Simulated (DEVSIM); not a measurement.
Structure: Pd/Al2O3/p-Ge capacitor, at 300 K.

```csv
layer (left to right),material,thickness (nm),Na (cm⁻³)
1,Al2O3,2.20,-
2,Ge,5700,1.1e16
```

Metal gate on the left, work function 5.2 eV. Fixed charge at the semiconductor interface 1.6e12 cm⁻² (in units of +e); interface traps 1.5e10 cm⁻² eV⁻¹, uniform in energy, neutral level at 0.5 of the gap above the valence band.

Constants are typed, rounded textbook-type inputs, not results; the design itself was drawn at random and stands for no fabricated device. Values at 300 K.

| parameter | Al2O3 | Ge |
|---|---|---|
| gap (eV) | 6.8 | 0.664 |
| affinity (eV) | 1.35 | 4 |
| permittivity | 9 | 16 |
| Nc (cm⁻³) | - | 1.04e19 |
| Nv (cm⁻³) | - | 6e18 |

Model (solved in DEVSIM): 1D Poisson equation in equilibrium, Boltzmann statistics, complete ionisation; no quantum confinement or tunnelling. Metal contacts follow the ideal Schottky-Mott rule: no Fermi-level pinning, no interface dipoles.

The gate work function was swept, all else fixed.

```csv
gate work function (eV),flat-band voltage (V),threshold voltage (band bending 2φF) (V)
4.9,0.33,0.66
5.05,0.48,0.81
5.2,0.63,0.96
5.35,0.78,1.11
5.5,0.93,1.26
```

From the first row to the last the flat-band voltage goes from 0.33 to 0.93. From the first row to the last the threshold voltage (band bending 2φF) goes from 0.66 to 1.26.
